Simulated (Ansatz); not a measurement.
## A computed series for CdSe: response to strain

Consider CdSe in the wurtzite structure (space group P6_3mc, No. 186; a = 4.383 Å, c = 7.154 Å).

Strains are applied to the cell and any free atomic positions relax.

Computed with PBE, PAW, 420 eV (Ansatz, a quantum-chemistry and plane-wave program; no spin-orbit coupling).

| isotropic strain (%) | band gap (eV) |
|---|---|
| -3 | 0.74 |
| -2.4 | 0.70 |
| -1.8 | 0.66 |
| -1.2 | ? |
| -0.6 | 0.58 |
| 0 | 0.54 |

### Question
Fit E_g = E₀ + Dε (ε in %) to the rows shown and predict the withheld row.

### Answer
Least squares on the printed values gives E₀ = 0.54 eV, D = -66.7 meV per % of strain (largest residual 0.00 eV); this predicts 0.62 eV, and the run gives 0.62 eV, in agreement.

Stability against distortions was not tested.
